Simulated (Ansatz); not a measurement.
Base system: Ta in the bcc (W type) structure (space group Im-3m, No. 229; a = 3.2823 Å; relaxed with 0.1 eV smearing). Axes: x, y, z lie along the cube axes.

The values are results of DFT with PBEsol, PAW potentials and a 420 eV plane-wave cutoff in Ansatz (a first-principles code), no spin-orbit coupling, not measurements.

Strains are applied to the cell and any free atomic positions relax; under biaxial strain the out-of-plane vector relaxes too.

One change was made to it. Results:

```json
[
 {"quantity": "shortest interatomic distance", "base": "2.843 Å", "after": "2.846 Å"},
 {"quantity": "energy relative to the base (free energy F)", "base": "0 meV/atom", "after": "+0.7 meV/atom"}
]
```

Task: Which of these changes matches the shifts?
A) biaxial strain +0.50 %, plane normal [001], relaxed out of plane
B) biaxial strain +1.50 %, plane normal [001], relaxed out of plane
C) biaxial strain −2.00 %, plane normal [001], relaxed out of plane
D) biaxial strain −1.00 %, plane normal [001], relaxed out of plane
E) biaxial strain −2.50 %, plane normal [001], relaxed out of plane

Result: A, biaxial strain +0.50 %, plane normal [001], relaxed out of plane. For comparison, the energy relative to the base in the other runs: biaxial strain +1.50 %, plane normal [001], relaxed out of plane gives +6.0 meV/atom; biaxial strain −2.00 %, plane normal [001], relaxed out of plane gives +12 meV/atom; biaxial strain −2.50 %, plane normal [001], relaxed out of plane gives +19 meV/atom; biaxial strain −1.00 %, plane normal [001], relaxed out of plane gives +2.9 meV/atom.

Whether these cells are dynamically stable was not tested. All final runs are without spin polarisation.
